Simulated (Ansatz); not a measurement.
Electronic density of states of amorphous W$_{16}$Si$_{12}$N$_{24}$, density 9.80 g/cm³, on a 2×2×2 Γ-centred mesh with a Gaussian width of 0.1 eV; energies count from the Fermi level. Cell and mesh are small, so fine structure isn't converged. These are PBE, scalar-relativistic without spin-orbit coupling (plane waves to 420 eV, PAW; Ansatz, a quantum-chemistry and plane-wave program) values and carry that method's errors. Sampling: a 2×2×2 Γ-centred mesh; Fermi-Dirac width 0.1 eV; no spin polarisation. The usual formal charges leave 72 electrons over, so the level spacing at the Fermi energy parts defect or band states and needn't be the band gap.

Preparation: random packing, a CHGNet melt and quench, and a DFT relaxation. N atoms were pushed apart under 1.9 Å during the dynamics, to hinder bonds among them. The hot cell started wider than the set density and was brought back towards it in steps. It is the lowest in DFT energy of 2 quenches. It is a model cell: composition and starting density were chosen by hand, and all elements were melted together. No dispersion term was used. Its density started from a set value of 11.61 and ended at 9.80 g/cm³. The simulated quench (nominally 450 K/ps over its main leg) is rapid and tends to freeze in more defects than a deposited or slowly cooled glass has. One small periodic cell is one sample of the glass; other quenches scatter about these values. Volume and shape were free in the relaxation. On a 2×2×2 Γ-centred mesh force components of up to 0.35 eV/Å stay, since the relaxation ran on one k-point at (1/4, 1/4, 1/4).

(E - EF (eV), states/(eV atom)): (-12.00, 0.00); (-11.90, 0.00); (-11.80, 0.00); (-11.70, 0.00); (-11.60, 0.00); (-11.50, 0.00); (-11.40, 0.00); (-11.30, 0.00); (-11.20, 0.00); (-11.10, 0.00); (-11.00, 0.00); (-10.90, 0.00); (-10.80, 0.00); (-10.70, 0.04); (-10.60, 0.10); (-10.50, 0.11); (-10.40, 0.14); (-10.30, 0.18); (-10.20, 0.21); (-10.10, 0.19); (-10.00, 0.16); (-9.90, 0.15); (-9.80, 0.17); (-9.70, 0.15); (-9.60, 0.14); (-9.50, 0.13); (-9.40, 0.10); (-9.30, 0.17); (-9.20, 0.22); (-9.10, 0.24); (-9.00, 0.26); (-8.90, 0.30); (-8.80, 0.30); (-8.70, 0.25); (-8.60, 0.18); (-8.50, 0.20); (-8.40, 0.20); (-8.30, 0.24); (-8.20, 0.32); (-8.10, 0.31); (-8.00, 0.30); (-7.90, 0.30); (-7.80, 0.35); (-7.70, 0.47); (-7.60, 0.45); (-7.50, 0.43); (-7.40, 0.46); (-7.30, 0.46); (-7.20, 0.46); (-7.10, 0.45); (-7.00, 0.47); (-6.90, 0.56); (-6.80, 0.59); (-6.70, 0.51); (-6.60, 0.53); (-6.50, 0.58); (-6.40, 0.55); (-6.30, 0.52); (-6.20, 0.51); (-6.10, 0.54); (-6.00, 0.50); (-5.90, 0.40); (-5.80, 0.49); (-5.70, 0.58); (-5.60, 0.60); (-5.50, 0.55); (-5.40, 0.50); (-5.30, 0.52); (-5.20, 0.61); (-5.10, 0.58); (-5.00, 0.45); (-4.90, 0.50); (-4.80, 0.58); (-4.70, 0.52); (-4.60, 0.51); (-4.50, 0.48); (-4.40, 0.50); (-4.30, 0.53); (-4.20, 0.55); (-4.10, 0.58); (-4.00, 0.63); (-3.90, 0.58); (-3.80, 0.45); (-3.70, 0.43); (-3.60, 0.42); (-3.50, 0.49); (-3.40, 0.55); (-3.30, 0.45); (-3.20, 0.38); (-3.10, 0.37); (-3.00, 0.49); (-2.90, 0.55); (-2.80, 0.52); (-2.70, 0.48); (-2.60, 0.39); (-2.50, 0.34); (-2.40, 0.35); (-2.30, 0.34); (-2.20, 0.39); (-2.10, 0.43); (-2.00, 0.46); (-1.90, 0.42); (-1.80, 0.40); (-1.70, 0.43); (-1.60, 0.45); (-1.50, 0.43); (-1.40, 0.43); (-1.30, 0.38); (-1.20, 0.36); (-1.10, 0.35); (-1.00, 0.33); (-0.90, 0.36); (-0.80, 0.35); (-0.70, 0.32); (-0.60, 0.31); (-0.50, 0.29); (-0.40, 0.28); (-0.30, 0.32); (-0.20, 0.31); (-0.10, 0.24); (0.00, 0.22); (0.10, 0.29); (0.20, 0.38); (0.30, 0.32); (0.40, 0.29); (0.50, 0.31); (0.60, 0.35); (0.70, 0.38); (0.80, 0.35); (0.90, 0.35); (1.00, 0.37); (1.10, 0.43); (1.20, 0.49); (1.30, 0.44); (1.40, 0.37); (1.50, 0.43); (1.60, 0.49); (1.70, 0.53); (1.80, 0.49); (1.90, 0.45); (2.00, 0.42); (2.10, 0.43); (2.20, 0.46); (2.30, 0.49); (2.40, 0.51); (2.50, 0.50); (2.60, 0.52); (2.70, 0.55)
